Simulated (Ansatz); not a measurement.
Checking a run of Ansatz (an electronic-structure program) on MnS (Fm-3m, 2 atoms in the cell). The aim is a self-consistent single point with DFT, PBE, plane waves, default PAW files.

Input as run:

Ansatz 0.2 input:
```yaml
crystal:
  lattice:
    - [0.000000, 2.539158, 2.539158]
    - [2.539158, 0.000000, 2.539158]
    - [2.539158, 2.539158, 0.000000]
  atoms:
    - { symbol: S, position_ang: [0.000000, 0.000000, 0.000000] }
    - { symbol: Mn, position_ang: [2.539158, 2.539158, 2.539158], spin: 4.0 }
basis:
  ecutwfc: 60
kpoints:
  mp_grid:
    grid: [6, 6, 6]
hamiltonian:
  xc: pbe
  pseudopotentials:
    kind: paw
magnetization:
  spin_polarized: true
scf:
  occupations:
    method: fermi_dirac
    width: 0.0073 Ry
output:
  forces: true
  eigenvalues: true
  stress: true
```

Output (repeated stretches shortened):

```
WARN basis.ecutwfc = 60 eV is below the records' recommended cutoff, and the density's cutoff is lower with it unless basis.ecutrho_ratio is high enough to …
WARN ansatz: RAYON_NUM_THREADS=1 ignored (pool sized by the plan → 1); use --threads N
Pseudopotentials: kind: paw
Pseudopotential: S, paw, valence charge 6
Pseudopotential: Mn, paw, valence charge 15
Crystal: 2 atoms, lattice volume = 32.742 Å³
Basis set: ecut = 60 eV, 27 PW (Γ), exchange–correlation on 20×20×20 points (8 copies of the dense FFT grid, shifted against one another)
Bands: 17, of which v1, the nominal top of the filled ones, is band 11 counted from 1 (10 counted from 0)
Symmetry: 48 space group operations
Space group: Fm-3m (ITA 225), of the structure as read, at distance tolerance 3.2e-5 Å
Magnetic group: BNS 225.116 (UNI 1618), of the structure as read, at distance tolerance 3.2e-5 Å
k-points: 16 of 216
Initial density: superposition of atomic densities (chi_scale 0.1, normalization cell, long waves kept (reshape's long-wave potential 0.00 eV rms))
Starting moments: Σ|m| = 4 μB on 1 of 2 sites
Initial wavefunctions: pseudopotential atomic-orbital guess
Eigensolver: davidson
Functional: x = pbe(κ = 0.804, μ = 0.2195149727645171), c = pbe(β = 0.06672455060314922)
SCF iter   1: F=—  HF=-4436.738455 eV  |F-HF|=—  |Δ(HF+E_count)|=         —  Δρ=9.94e-1 (↑9.94e-1 ↓5.38e-1)  dr2=5.45e2  dr2_m=1.77e1  M=0.253 μB ∫|m|=0.265 μB  β_m=0.30  ethr=3.10e-3  ⟨swp⟩=1.0  Hψ=1098  notcnv=0
Mixer restart at iter 1: flushing history
all-band conjugate gradients solve this SCF's bands
preconditioner: auto → Kerker (q_TF=auto, 2.534 Å⁻¹)
   [... lines left out ...]
SCF iter  15: F=—  HF=-3996.020457 eV  |F-HF|=—  |Δ(HF+E_count)|=   2.21e-9  Δρ=1.23e-6 (↑3.39e-7 ↓1.23e-6)  dr2=8.26e-10  dr2_m=7.35e-11  M=0.000 μB ∫|m|=0.000 μB  β_m=0.96  ethr=2.49e-12  ⟨swp⟩=1.7  Hψ=1612  notcnv=0
SCF iter  16: F=-3996.020457 eV  HF=-3996.020457 eV  |F-HF|=0.00e0  |Δ(HF+E_count)|=  1.00e-10  Δρ=1.91e-8 (↑1.42e-8 ↓1.91e-8)  dr2=2.61e-13  dr2_m=2.63e-14  M=0.000 μB ∫|m|=0.000 μB  ethr=2.49e-12  ⟨swp⟩=2.0  Hψ=934  notcnv=0
SCF 1 converged in 16 iterations: F = -3996.020457 eV  dr2 = 2.61e-13
WARN: the starting moments were not kept: the SCF closed with an absolute magnetisation of 1.7e-7 μB, where they sum to 4 μB in size (1 site) …
   [... lines left out ...]
Absolute magnetization: 0.0000 μB (∫|ρ↑−ρ↓|, with the PAW one-centre terms)
Free energy (F): -3996.020457 eV
Fermi energy:    23.230369 eV
   [... lines left out ...]
--- Stress (GPa, compression-positive) ---
    -3595.034713       0.000000      -0.000000
        0.000000   -3595.034713       0.000000
       -0.000000       0.000000   -3595.034713
  P = ⅓ Tr σ = -3595.0347 GPa (-35950.347 kbar)
  The stress holds no Pulay correction (an occupied level lies too near the plane-wave cutoff): it is that at fixed plane waves, as pw.x and ABINIT print it
```

### Question
Is anything amiss in this input, and did it matter?

### Answer
The run is not sound. The fault is this: a cutoff meant in Ry typed as a bare number, read as eV. A bare number is read in the key's own unit, and eV, Ry (13.6 eV) and Ha (27.2 eV) lie far apart, so the setting ends up far from the one that was meant. To fix it, convert the value to the unit that the key expects. The run converged in 16 iterations without an error; against the sound input the free energy goes up by 403 eV/atom, the pressure goes from 0.92 to -3595 GPa and the size of the net moment goes from 2.24 to 0.00 μB/atom.

The sound input it was made from differs as follows (other fixes are possible):
```diff
-basis:
-  ecutwfc: 60
```

With that input, the run converged in 9 iterations: free energy E − TS (on the zero of these files) -4801.8725 eV; Fermi level (on the code's own zero) 11.50 eV; pressure 0.92 GPa; size of the cell's spin moment 4.48 μB (DFT, PBE, plane waves, default PAW files).

On the sound input: the starting cell was generated: these elements placed on a structure prototype, without a prior relaxation; it need not be a known phase or ordering of this composition. With one magnetic atom in the cell only a parallel order is possible. Ansatz's pressure includes its estimate of the finite-basis (Pulay) stress.
